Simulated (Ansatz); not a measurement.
The parent structure is NbP (space group I4_1md, No. 109; relaxed with 0.1 eV smearing).

```
CELL_PARAMETERS angstrom
     -1.67345     1.67345     5.71498
      1.67345    -1.67345     5.71498
      1.67345     1.67345    -5.71498
ATOMIC_POSITIONS crystal
  Nb 0.99930 0.99930 0.00000
  Nb 0.74930 0.24930 0.50000
  P  0.41670 0.41670 0.00000
  P  0.16670 0.66670 0.50000
```

Cartesian axes are those of the cell as printed.

Method: DFT with PBE, PAW potentials and a 420 eV plane-wave cutoff in Ansatz (a first-principles code), no SOC.

Modification: the cell is scaled by 0.9804 in all directions, atoms relaxed at fixed cell.

Q: Predict the stress tensor and what it implies for the stiffness.

A: Stress of the strained cell less that of the base (GPa, compression positive):
```
   13.5     0.0     0.0
    0.0    13.5     0.0
    0.0     0.0    11.4
```

Then B = −ΔP/(ΔV/V₀) with ΔV/V₀ = -0.0577 gives secant stiffness values (nonlinear terms included at this strain): B (at held cell shape, above the free-shape value) ≈ 222 GPa.

As a check, the harmonic strain energy −½ V₀ Δσ:ε is 38 meV/atom; the computed energy rise is 35 meV/atom.

Whether these cells are dynamically stable was not tested. The final runs are not spin-polarised.
